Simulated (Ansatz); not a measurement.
Input:

```
CELL_PARAMETERS angstrom
      0.00000     3.22900     3.31342
      3.22900     0.00000     3.31342
      3.22900     3.22900     0.00000
ATOMIC_POSITIONS crystal
  Sn 0.00000 0.00000 0.00000
  Sn 0.25000 0.25000 0.25000
```

The numbers are results of PBE with spin-orbit coupling, rigid bands (plane waves, PAW; Ansatz, a first-principles code), not measurements. Condition of this run: biaxial stress in (001) of 0.8 GPa (compression positive) (the target of the relaxation). How the cell was made: cell and atoms relaxed with PBEsol, then loaded as said.

Task: Is this a good metal at this level?

Result: No. No gap is resolved, and few carriers conduct, as in a semimetal or a zero-gap semiconductor. N(E_F) = 0.117 states/eV a cell at 300 K and the Drude plasma energy along the best axis is 1.24 eV, several times under that of a simple or noble metal.
